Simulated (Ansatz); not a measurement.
## What uniaxial strain ε_xx = +1.50 % does to Be

The reference is Be in the hcp (Mg type) structure (space group P6_3/mmc, No. 194; a = 2.255 Å, c = 3.558 Å; relaxed with 0.1 eV smearing). Axes: x lies along a and z along c of the hexagonal cell.

It is then changed as follows: the cell is stretched by 1.50 % along x with no lateral relaxation; the atoms relax in the strained cell.

Level of theory: PBEsol in Ansatz (plane waves to 420 eV, PAW, scalar-relativistic without spin-orbit coupling). k-mesh 29×29×16 (Γ-centred); smearing 0.1 eV (Fermi–Dirac).

- Volume per atom = 7.95 Å³ (base 7.84 Å³)
- Space group = Cmcm (No. 63) (base P6_3/mmc (No. 194))
- Shortest interatomic distance = 221.0 pm (base 220.5 pm)
- Energy relative to the base (free energy F) = +1.7 meV/atom
- Pressure (mean of the normal stresses, compression positive) = -1.7 GPa (base 0.0 GPa)
- Band gap = zero (base zero)
- Stress (xx, yy, zz, yz, xz, xy; compression positive) = (-4.4, -0.5, -0.2, 0.0, 0.0, 0.0) GPa

Cost of the whole job for the changed cell (relaxation, final SCF and bands): about 25 core-seconds (a rough figure).

Whether these cells are dynamically stable was not tested.

Ansatz is a program for electronic structure.
